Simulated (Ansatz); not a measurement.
Ansatz (a program for electronic structure) run on CdTe (F-43m, 2 atoms in the cell): self-consistent single point.

Level of theory: LDA (PW92), PAW files made with PBE (plane waves; Ansatz).

```
CdTe
1.0
    0.00000     3.24000     3.24000
    3.24000     0.00000     3.24000
    3.24000     3.24000     0.00000
Cd Te
1 1
Direct
  0.00000   0.00000   0.00000
  0.25000   0.25000   0.25000
```

Reference input (self-consistent single point, DFT, PBE, plane waves, PAW files): basis.ecutwfc = 420 eV; kpoints.mp_grid.grid = 5 5 5; hamiltonian.xc = pbe; hamiltonian.pseudopotentials = {kind: paw} (an earlier, softer set of the program's PAW files); scf.occupations.method = fermi_dirac; scf.occupations.width = 0.05 eV. This run's input differs from it in these lines:

Ansatz 0.2 input:
```diff
@@ -15,3 +15,3 @@
 hamiltonian:
-  xc: pbe
+  xc: lda
   pseudopotentials:
```

Log, with long lists cut:

```
SCF iter   1: F=—  HF=-14945.964952 eV  |F-HF|=—  |Δ(HF+E_count)|=         —  Δρ=1.88e-2  dr2=1.80e-1  ethr=3.10e-3  ⟨swp⟩=7.6  Hψ=1140  notcnv=0
all-band conjugate gradients solve this SCF's bands
preconditioner: auto → none
SCF iter   2: F=—  HF=-14945.916141 eV  |F-HF|=—  |Δ(HF+E_count)|=   4.88e-2  Δρ=7.66e-3  dr2=3.57e-2  ethr=4.99e-4  ⟨swp⟩=2.9  Hψ=505  notcnv=0
SCF iter   3: F=—  HF=-14945.914518 eV  |F-HF|=—  |Δ(HF+E_count)|=   1.62e-3  Δρ=3.82e-3  dr2=7.97e-3  ethr=9.92e-5  ⟨swp⟩=2.3  Hψ=345  notcnv=0
SCF iter   4: F=—  HF=-14945.912539 eV  |F-HF|=—  |Δ(HF+E_count)|=   1.98e-3  Δρ=6.41e-4  dr2=1.12e-4  ethr=2.21e-5  ⟨swp⟩=2.1  Hψ=421  notcnv=0
SCF iter   5: F=—  HF=-14945.912586 eV  |F-HF|=—  |Δ(HF+E_count)|=   4.65e-5  Δρ=1.39e-4  dr2=6.38e-6  ethr=3.10e-7  ⟨swp⟩=2.9  Hψ=392  notcnv=0
SCF iter   6: F=—  HF=-14945.912592 eV  |F-HF|=—  |Δ(HF+E_count)|=   6.44e-6  Δρ=2.76e-5  dr2=2.60e-7  ethr=1.77e-8  ⟨swp⟩=2.0  Hψ=360  notcnv=0
SCF iter   7: F=-14945.912592 eV  HF=-14945.912592 eV  |F-HF|=3.06e-9  |Δ(HF+E_count)|=   4.24e-8  Δρ=2.62e-6  dr2=4.16e-9  ethr=2.78e-10  ⟨swp⟩=6.8  Hψ=1056  notcnv=0
SCF 1 converged in 7 iterations: F = -14945.912592 eV  dr2 = 4.16e-9
Free energy (F): -14945.912592 eV
Internal energy: -14945.912485 eV  (E = F + TS)
E sigma→0 (E₀):  -14945.912539 eV
Entropy (-TS):   -0.000107 eV (-0.054 meV/atom)
Fermi energy:    7.428066 eV
--- Forces (eV/Å), atoms counted from 1 ---
  atom   1  Cd     0.00000000    -0.00000000    -0.00000000
  atom   2  Te    -0.00000000     0.00000000     0.00000000
--- Stress (GPa, compression-positive) ---
       -1.343636       0.000000      -0.000000
       -0.000000      -1.343636       0.000000
       -0.000000       0.000000      -1.343636
  P = ⅓ Tr σ = -1.3436 GPa (-13.436 kbar)
  The stress holds the Pulay correction. Without it, at fixed plane waves, as pw.x and ABINIT print it: P = -1.3699 GPa
```

The run converged in 7 iterations. Against the reference run the pressure goes from 2.66 to -1.34 GPa and the gap on the mesh goes from 0.768 to 0.506 eV.

The starting cell has typed, rounded lattice constants, without a prior relaxation at this level. Spin-orbit coupling is off. Ansatz's pressure includes its estimate of the finite-basis (Pulay) stress.
